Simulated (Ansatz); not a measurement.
Alloy series in TaN

Take TaN in the rock salt structure (space group Fm-3m, No. 225) as the base.

```
CELL_PARAMETERS angstrom
      0.00000     2.18780     2.18780
      2.18780     0.00000     2.18780
      2.18780     2.18780     0.00000
ATOMIC_POSITIONS crystal
  N  0.00000 0.00000 0.00000
  Ta 0.50000 0.50000 0.50000
```

The other end (x = 1) is NbN in the rock salt structure (space group Fm-3m, No. 225): 10.50 Å³/atom, gap zero.

Nb replaces a fraction x of Ta; each row is one arrangement (x, atoms in the cell, starting space group or random), fully relaxed.

Computed with PBEsol, PAW, 420 eV (Ansatz, an electronic-structure program; spin-orbit coupling left out).

Candidates:
(a) x(Nb) = 0.5, 8 atoms, P4/nmm
(b) x(Nb) = 0.333, 6 atoms, I4/mmm
(c) x(Nb) = 0.667, 6 atoms, I4/mmm

Before the change:

```
Item                            Result
-----------------------------  -------
Shortest interatomic distance  2.188 Å
```

Task: Order them by shortest interatomic distance, lowest first.

Result: (b) x(Nb) = 0.333, 6 atoms, I4/mmm (2.128 Å), (c) x(Nb) = 0.667, 6 atoms, I4/mmm (2.143 Å), (a) x(Nb) = 0.5, 8 atoms, P4/nmm (2.177 Å)

These are small ordered cells, not random alloys; other orderings at the same x differ. Stability against distortions was not tested. The final runs are not spin-polarised. This is not the structure that TaN has at room temperature and ambient pressure.
